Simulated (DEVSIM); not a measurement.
Device: abrupt Ge p-n junction, at 300 K.

```
layer (left to right)  material  thickness (μm)  Nd (cm⁻³)  Na (cm⁻³)  τn (s)  τp (s)
---------------------  --------  --------------  ---------  ---------  ------  ------
1                            Ge            97.0          -     2.5e17  2.4e-6  2.4e-6
2                            Ge            29.0     5.7e16          -  2.4e-6  2.4e-6
```

Left contact: ohmic. Right contact: ohmic. Voltage is applied to the left contact. Recombination: SRH at mid-gap, radiative. Mobility is constant in doping.

Constants are typed, rounded textbook-type inputs, not results; the design itself was drawn at random and stands for no fabricated device. Values at 300 K.

```csv
parameter,Ge
gap (eV),0.664
affinity (eV),4
permittivity,16
Nc (cm⁻³),1.04e19
Nv (cm⁻³),6e18
μn (cm²/Vs),3900
μp (cm²/Vs),1900
B (cm³/s),6.4e-14
```

DEVSIM, 1D drift-diffusion, Boltzmann statistics, complete ionisation; no tunnelling, impact ionisation, image-force lowering or self-heating.

The minority lifetime in layer 1 was swept, all else fixed.

```
minority lifetime in layer 1 (s)  dark forward voltage at 1 A/cm² (V)  dark forward voltage at 100 A/cm² (V)
--------------------------------  -----------------------------------  -------------------------------------
7.2e-8                                                          0.268                                  0.405
2.4e-7                                                          0.272                                  0.408
7.2e-7                                                          0.274                                  0.409
2.4e-6                                                          0.275                                  0.410
7.2e-6                                                          0.275                                  0.410
2.4e-5                                                          0.275                                  0.410
7.2e-5                                                          0.275                                  0.410
```

From the first row to the last the dark forward voltage at 1 A/cm² goes from 0.268 to 0.275. From the first row to the last the dark forward voltage at 100 A/cm² goes from 0.405 to 0.410.
